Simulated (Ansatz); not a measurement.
Take TiO2 in the rutile structure (space group P4_2/mnm, No. 136; a = 4.591 Å, c = 2.939 Å) as the base.

The values are results of Kohn–Sham DFT with the PBEsol functional, run in Ansatz (a program for electronic structure) with PAW and 420 eV plane waves, without spin-orbit coupling, not measurements.

Before the change:

The electron mass is 0.54 mₑ along c, 1.1 mₑ across (at Γ) and the valence-band top at Γ is 0.00, -0.45, -0.45 eV. The pressure is 0.00 GPa.

Now apply this change: the cell is scaled by 1.0180 in all directions, atoms relaxed at fixed cell.

Task: What happens to the mean gap deformation potential ΔEg/Δln V, electron mass, valence-band top at Γ and pressure?

Result: The mean gap deformation potential ΔEg/Δln V comes out as -0.7 eV; the electron mass goes from 0.54 mₑ along c, 1.1 mₑ across (at Γ) to 0.58 mₑ along c, 1.2 mₑ across (at Γ); the valence-band top at Γ (three highest levels, from the VBM) goes from 0.00, -0.45, -0.45 eV to 0.00, -0.39, -0.39 eV; the pressure (mean of the normal stresses, compression positive) goes from zero to -10.97 GPa.

The cells carry an imposed strain or load. Masses are band curvatures over ±0.01 Å⁻¹ around the edge. No phonon test of stability was made. The final runs are not spin-polarised.
